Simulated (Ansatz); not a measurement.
Consider AlN in the zinc blende structure (space group F-43m, No. 216; a = 4.342 Å). Axes: x, y, z lie along the cube axes.

Method: plane-wave PAW DFT at the LDA level (Ansatz, a program for electronic structure, 420 eV), no spin-orbit coupling.

Strains are applied to the cell and any free atomic positions relax.

One change was made to it. Results:

| quantity | base | after |
|---|---|---|
| valley order (the lowest conduction-band minima on the path, energy above the VBM, named in the base's zone) | X along ⟨100⟩ 3.25 eV; Γ 4.39 eV | X along [001] 3.17 eV; X along [100] 3.24 eV; Γ 4.48 eV |
| energy relative to the base (free energy F) | 0 meV/atom | +2.2 meV/atom |
| smallest direct gap | 4.39 eV | 4.48 eV |

**Question.** Name the change that was made.
A) uniaxial strain ε_zz = −1.00 %
B) uniaxial strain ε_zz = −1.50 %
C) uniaxial strain ε_zz = +2.50 %
D) uniaxial strain ε_zz = +3.00 %
E) uniaxial strain ε_zz = +1.00 %

**Answer.** B, uniaxial strain ε_zz = −1.50 %. For comparison, the valley order in the other runs: uniaxial strain ε_zz = +3.00 % gives X along [010] 3.15 eV; X along [001] 3.29 eV; Γ 4.07 eV; uniaxial strain ε_zz = +2.50 % gives X along [010] 3.16 eV; X along [001] 3.28 eV; Γ 4.12 eV; uniaxial strain ε_zz = +1.00 % gives X along [010] 3.22 eV; X along [001] 3.26 eV; Γ 4.28 eV; uniaxial strain ε_zz = −1.00 % gives X along [001] 3.20 eV; X along [100] 3.25 eV; Γ 4.45 eV.

Whether these cells are dynamically stable was not tested. This is not the structure that AlN has at room temperature and ambient pressure.
